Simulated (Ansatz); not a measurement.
Cubic perovskite CsPbCl3 (cubic high-temperature phase) was calculated with HSE06 (plane waves, PAW; Ansatz, a first-principles code).

Settings: plane-wave cutoff 500 eV, 4×4×4 k mesh, gaussian smearing 0.02 eV, scalar-relativistic PAW data made under PBE.

The cell is the one relaxed with r²SCAN: a = 5.673 Å, b = 5.673 Å, c = 5.673 Å, α = 90.00°, β = 90.00°, γ = 90.00°.

**Question.** Estimate the band gap that the calculation returns.

**Answer.** 
band gap: 2.78 eV (on the SCF k mesh)

Note: held by symmetry at 0 K, a high-temperature phase can be a saddle point; cell and atoms aren't relaxed at this level (pressure 0.4 GPa).

Spin–orbit coupling is not included; with these elements it can move the gap by several tenths of an eV or more.

Computed values are for the static lattice.
